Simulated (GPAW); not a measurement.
A self-consistent single point of SmTl3 (Pm-3m, 8 atoms in the cell) with GPAW.

Method of the run: LDA (Perdew-Wang 92), GPAW PAW datasets LDA (gpaw-data 1.0.1) (plane waves; GPAW).

The change in words: 2 x 1 x 1 supercell; kpts: 3 3 3 → 2 3 3; nbands: -8 → -12. Reference geometry:
```
CELL_PARAMETERS angstrom
      4.74811     0.00000     0.00000
      0.00000     4.74811     0.00000
      0.00000     0.00000     4.74811
ATOMIC_POSITIONS crystal
  Sm 0.00000 0.00000 0.00000
  Tl 0.00000 0.50000 0.50000
  Tl 0.50000 0.00000 0.50000
  Tl 0.50000 0.50000 0.00000
```
Moments meant for the start (each program seeds them in its own way; μB, in the order of the atoms Sm Tl Tl Tl): 5.0 0.0 0.0 0.0.

Reference input (self-consistent single point, DFT LDA (Perdew-Wang 92), plane waves, GPAW PAW datasets LDA (gpaw-data 1.0.1)): spinpol = true; mode = pw; ecut = 800 eV; xc = LDA; kpts = 3 3 3; mesh shift (steps) = 0 0 0; occupations.name = methfessel-paxton; occupations.width = 0.1 eV; occupations.order = 0; nbands = -8; symmetry.symmorphic = false; symmetry.tolerance = 0.0005. This run's input differs from it in these lines:

```diff
@@ -4,4 +4,4 @@
 
-atoms = Atoms(['Sm', 'Tl', 'Tl', 'Tl'],
-              cell=[[4.748113, 0.000000, 0.000000],
+atoms = Atoms(['Sm', 'Sm', 'Tl', 'Tl', 'Tl', 'Tl', 'Tl', 'Tl'],
+              cell=[[9.496226, 0.000000, 0.000000],
                     [0.000000, 4.748113, 0.000000],
@@ -9,8 +9,12 @@
               scaled_positions=[[0.000000, 0.000000, 0.000000],
+                                [0.500000, 0.000000, 0.000000],
                                 [0.000000, 0.500000, 0.500000],
-                                [0.500000, 0.000000, 0.500000],
-                                [0.500000, 0.500000, 0.000000]],
+                                [0.500000, 0.500000, 0.500000],
+                                [0.250000, 0.000000, 0.500000],
+                                [0.750000, 0.000000, 0.500000],
+                                [0.250000, 0.500000, 0.000000],
+                                [0.750000, 0.500000, 0.000000]],
               pbc=True)
 
-atoms.set_initial_magnetic_moments([5.0, 0.0, 0.0, 0.0])
+atoms.set_initial_magnetic_moments([5.0, 5.0, 0.0, 0.0, 0.0, 0.0, 0.0, 0.0])
 
@@ -19,5 +23,5 @@
             xc='LDA',
-            kpts=(3, 3, 3),
+            kpts={'size': (2, 3, 3), 'gamma': True},
             occupations={'name': 'methfessel-paxton', 'width': 0.1, 'order': 0},
-            nbands=-8,
+            nbands=-12,
             symmetry={'symmorphic': False, 'tolerance': 0.0005},
```

Output (repeated stretches shortened):

```
     iter     time        total  log10-change:  magmom
                         energy   eigst   dens
iter:   1 --:--:--   -49.329276                   +10.0134
iter:   2 --:--:--   -37.787108   -0.66  -1.16    +6.7876
iter:   3 --:--:--   -38.865112   -1.71  -1.54    +8.6600
iter:   4 --:--:--   -48.217218   -0.99  -1.58    +12.1248
iter:   5 --:--:--   -43.913290   -1.74  -1.31    +10.6763
   [... 91 lines left out ...]
iter:  97 --:--:--   -39.116726   -3.58  -2.11    +13.1167
iter:  98 --:--:--   -38.880582   -3.16  -2.21    +13.4990
iter:  99 --:--:--   -39.415494   -3.15  -2.49    +12.7247
iter: 100 --:--:--   -39.199393   -2.91  -2.11    +12.7711

Did not converge!

Here are some tips:

1) Make sure the geometry and spin-state is physically sound.
2) Use less aggressive density mixing.
3) Solve the eigenvalue problem more accurately at each scf-step.
4) Use a smoother distribution function for the occupation numbers.
5) Try adding more empty states.
6) Use enough k-points.
7) Don't let your structure optimization algorithm take too large steps.
8) Solve the Poisson equation more accurately.
9) Better initial guess for the wave functions.

See details here:

    https://gpaw.readthedocs.io/documentation/convergence.html
Traceback (most recent call last):
   [... frames left out ...]
gpaw.KohnShamConvergenceError: Did not converge!  See text output for help.
```

The run ended unconverged after 100 iterations. 

The starting cell comes from a database of computed structures (which also holds hypothetical and non-ambient phases and stackings), without a prior relaxation at this level. Its lattice was rescaled by up to half a per cent. Spin-orbit coupling is off.

Cost on one core of a shared machine: roughly 20 min.
